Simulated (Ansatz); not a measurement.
For Ge3N4 (P6₃/m, No. 176; cell taken from a computed entry), PBE (Ansatz, an electronic-structure program, plane waves, PAW) gives:

```
Quantity              Value
------------------  -------
lattice constant a  8.130 Å
c axis length       3.114 Å
```

**Question.** What does PBE-D4 in Ansatz (plane waves, PAW) give for the same quantities?

**Answer.** 
- lattice constant a: 8.072 Å (drops by 0.7 %)
- lattice parameter c: 3.095 Å (drops by 0.6 %)

Changes are worked out from the printed values.

Unless a cell is named, each level is at its own relaxed cell (PBE 12.73, PBE-D4 12.47 Å³/atom).

Caveats: the relaxation could not lower the start's symmetry, so the cell can be a saddle point above a distorted one (PBE, PBE-D4). Ansatz's density-functional and Hartree–Fock values are scalar-relativistic unless marked +SOC, with PAW data made under PBE.
